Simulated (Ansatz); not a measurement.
Consider ZnS in the zinc blende structure (space group F-43m, No. 216).

```
ZnS
1.0
    0.00000     2.67832     2.67832
    2.67832     0.00000     2.67832
    2.67832     2.67832     0.00000
Zn S
1 1
Direct
  0.00000   0.00000   0.00000
  0.25000   0.25000   0.25000
```

Cartesian axes are those of the cell as printed.

Computed with Kohn–Sham DFT with the PBEsol functional, run in Ansatz (an electronic-structure program) with PAW and 420 eV plane waves, no spin-orbit coupling.

Now apply this change: a pure shear with ε_xy = ε_yx = 0.0200, atoms relaxed at fixed cell.

### Question
Predict the stress tensor and what it implies for the stiffness.

### Answer
Stress of the strained cell less that of the base (GPa, compression positive):
```
   0.02   -1.94    0.00
  -1.94    0.02    0.00
   0.00    0.00   -0.01
```

Then −Δσ/γ with γ = 2ε = 0.0400 gives secant stiffness values (nonlinear terms included at this strain): C66 ≈ 49 GPa.

As a check, the harmonic strain energy −½ V₀ Δσ:ε is 4.7 meV/atom; the computed energy rise is 4.7 meV/atom.

Stability against distortions was not tested.
